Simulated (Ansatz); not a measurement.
A15 V3Si (cubic form, which distorts at low temperature), treated with PBE0 (Ansatz, an electronic-structure program, plane waves, PAW).

Input file:

Ansatz 0.2 input:
```yaml
crystal:
  lattice:
    - [4.6648764613, 0.0, 0.0]
    - [0.0, 4.6648764613, 0.0]
    - [0.0, 0.0, 4.6648764613]
  atoms:
    - { symbol: V, position: [0.25, 0.0, 0.5] }
    - { symbol: V, position: [0.5, 0.25, 0.0] }
    - { symbol: V, position: [0.5, 0.75, 0.0] }
    - { symbol: V, position: [0.75, 0.0, 0.5] }
    - { symbol: V, position: [0.0, 0.5, 0.75] }
    - { symbol: V, position: [0.0, 0.5, 0.25] }
    - { symbol: Si, position: [0.5, 0.5, 0.5] }
    - { symbol: Si, position: [0.0, 0.0, 0.0] }
basis:
  ecutwfc: 460
  ecutrho_ratio: 4
  xc_grid: 2
kpoints:
  mp_grid: { grid: [6, 6, 6] }
hamiltonian:
  xc: pbe0
  dispersion: none
  pseudopotentials: { kind: paw }
scf:
  occupations: { method: fermi_dirac, width: 0.05 }
  convergence: { dr2_threshold: 0.0000000008 }
output:
  forces: true
  stress: true
  eigenvalues: true
```

Output (set-up and result lines):

```
WARN output.stress: scf.exx.energy_threshold = 1e-6 eV is looser than the 8e-8 eV advised for a stress under a hybrid functional (1e-8 eV for each atom of the …
Crystal: 8 atoms, lattice volume = 101.513 Å³
Basis set: ecut = 460 eV, 2301 PW (Γ), exchange–correlation on 72×72×72 points (8 copies of the dense FFT grid, shifted against one another)
Bands: 52, of which v1, the nominal top of the filled ones, is band 43 counted from 1 (42 counted from 0)
Symmetry: 48 space group operations
Space group: Pm-3n (ITA 223), of the structure as read, at distance tolerance 4.7e-5 Å
k-points: 20 of 216
Functional: x = pbe(κ = 0.804, μ = 0.2195149727645171), c = pbe(β = 0.06672455060314922), warm-up for x = 0.75 pbe(κ = 0.804, μ = 0.2195149727645171) + 0.25 exact, c = pbe(β = 0.06672455060314922)
SCF iter   1: F=—  HF=-18749.850623 eV  |F-HF|=—  |Δ(HF+E_count)|=         —  Δρ=6.08e-3  dr2=1.83e-2
SCF iter   2: F=—  HF=-18749.844772 eV  |F-HF|=—  |Δ(HF+E_count)|=   5.85e-3  Δρ=2.60e-3  dr2=3.82e-3
  ...
SCF 1 converged in 8 iterations: F = -18749.843719 eV  dr2 = 2.28e-11
Crystal: 8 atoms, lattice volume = 101.513 Å³
Initial density: handed on by an earlier stage of this run
Functional: x = 0.75 pbe(κ = 0.804, μ = 0.2195149727645171) + 0.25 exact, c = pbe(β = 0.06672455060314922)
  ...
Crystal: 8 atoms, lattice volume = 101.513 Å³
SCF 3 converged in 8 iterations: F = -18743.636906 eV  dr2 = 5.94e-10
Crystal: 8 atoms, lattice volume = 101.513 Å³
SCF 4 converged in 7 iterations: F = -18743.682155 eV  dr2 = 1.11e-10
Crystal: 8 atoms, lattice volume = 101.513 Å³
SCF 5 converged in 5 iterations: F = -18743.698954 eV  dr2 = 4.90e-10
Crystal: 8 atoms, lattice volume = 101.513 Å³
Crystal: 8 atoms, lattice volume = 101.513 Å³
Crystal: 8 atoms, lattice volume = 101.513 Å³
SCF iter   5: F=—  HF=-18743.721540 eV  |F-HF|=—  |Δ(HF+E_count)|=   4.96e-8  Δρ=3.91e-6  dr2=1.57e-8
SCF iter   6: F=-18743.721540 eV  HF=-18743.721540 eV  |F-HF|=1.38e-10  |Δ(HF+E_count)|=   4.91e-9  Δρ=5.42e-7  dr2=2.40e-10
SCF 8 converged in 6 iterations: F = -18743.721540 eV  dr2 = 2.40e-10
Free energy (F): -18743.721540 eV
Internal energy: -18743.711778 eV  (E = F + TS)
E sigma→0 (E₀):  -18743.716659 eV
Fermi energy:    16.026013 eV
--- Stress (GPa, compression-positive) ---
       -0.321752       0.000000       0.000000
        0.000000      -0.321752       0.000000
        0.000000       0.000000      -0.321752
  P = ⅓ Tr σ = -0.3218 GPa (-3.218 kbar)
```

The PAW data were made under PBE.

Note: the run has no spin polarisation, so it can have missed a magnetic state. Note: the run warned that the count of filled bands differs between k points. Note: symmetry holds this phase in the static calculation, where it need not be a minimum.

Computing time: around 10 core-minutes (rough).
